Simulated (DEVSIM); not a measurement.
Structure: abrupt Ge n-p junction, at 250 K.

| layer (left to right) | material | thickness (μm) | Nd (cm⁻³) | Na (cm⁻³) | τn (s) | τp (s) |
|---|---|---|---|---|---|---|
| 1 | Ge | 0.660 | 3.2e16 | - | 8.9e-6 | 8.9e-6 |
| 2 | Ge | 290 | - | 1.6e17 | 8.9e-6 | 8.9e-6 |

Left contact: ohmic. Right contact: ohmic. Voltage is applied to the left contact. Recombination: SRH at mid-gap, Auger. Mobility is μmin + (μ − μmin)/(1 + (N/Nref)^α).

The device is made up for the run: typed textbook-type constants, with dimensions and the other settings drawn at random. Values at 300 K; Nc and Nv go as T^1.5, mobilities as T to minus their exponent, the gap by Varshni's rule with the affinity fixed.

```
parameter               Ge
----------------  --------
gap (eV)             0.664
affinity (eV)            4
permittivity            16
Nc (cm⁻³)          1.04e19
Nv (cm⁻³)             6e18
μn (cm²/Vs)           3900
μp (cm²/Vs)           1900
μn,min                 150
μp,min                 100
Nref,n              2.6e17
Nref,p                4e17
αn                    0.56
αp                     0.6
T exponent of μn      1.66
T exponent of μp      2.33
Cn (cm⁶/s)           1e-31
Cp (cm⁶/s)           1e-31
Varshni α (eV/K)  0.000477
Varshni β (K)          235
```

DEVSIM, 1D drift-diffusion, Boltzmann statistics, complete ionisation; no tunnelling, impact ionisation, image-force lowering or self-heating.

Base results: dark forward voltage at 1 A/cm² (V) 0.276; largest field in the device at zero bias (V/cm) 52000; dark forward voltage at 100 A/cm² (V) 0.438; potential step across the device at zero bias (V) 0.492.

Question: What follows from this one change: temperature 250 → 300 K?

Answer: dark forward voltage at 1 A/cm² 0.276 → 0.168 V; largest field in the device at zero bias 52000 → 48000 V/cm; dark forward voltage at 100 A/cm² 0.438 → 0.381 V; potential step across the device at zero bias 0.492 → 0.421 V.

Question: What follows from this one change: doping Na of layer 2 1.6e+17 → 4.8e+17 cm^-3?

Answer: dark forward voltage at 1 A/cm² little changed (0.275 V); largest field in the device at zero bias 52000 → 59000 V/cm; dark forward voltage at 100 A/cm² 0.438 → 0.403 V; potential step across the device at zero bias 0.492 → 0.516 V.

Question: What follows from this one change: constant mobility in place of the doping-dependent one?

Answer: dark forward voltage at 1 A/cm² 0.276 → 0.272 V; largest field in the device at zero bias little changed (52000 V/cm); dark forward voltage at 100 A/cm² 0.438 → 0.413 V; potential step across the device at zero bias little changed (0.492 V).
